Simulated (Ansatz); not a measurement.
Functionals compared on NH3 on the 1x1 (110) surface of zinc-blende InP (cut with top plane In + P), one in a 2x1 cell, started at the site 'hollow In-In-P-P', in Ansatz (plane waves, PAW). The structure was relaxed with PBE; the other rows are single points on it, each with its references at the same level. Cutoff 420 eV (500 eV for r2SCAN). HSE06 used the coarser mesh 2x3x1.

Host crystal: zinc-blende InP, with a band gap (PBE, scalar-relativistic without spin-orbit coupling).

Model: 24-atom slab, 8.9 Å thick at the start under the adsorbate (thin: gaps and levels are the slab's own), 3x4x1 mesh, Fermi-Dirac 0.01 eV, dipole correction, 8 atoms held, the rest relaxed; no symmetry held; no spin, no spin-orbit, no U, no dispersion correction. At the end it is bonded to In. In PBE it is, or lies within 0.03 eV of, the lowest of the starts that converged. These notes are the PBE run's. Adsorption energies are against NH3(g). A negative adsorption energy means that the adsorbate is more stable on the surface than in its reference.

| functional | adsorption energy (eV) | rough cost of the single point |
|---|---|---|
| PBE | -0.91 | – |
| RPBE | -0.69 | about 90 core-seconds (a rough figure) |
| r2SCAN | -1.10 | around 2.9 core-minutes (rough) |
| HSE06 | -0.99 | around 30 core-minutes (rough) |

Ansatz is a quantum-chemistry and plane-wave program.
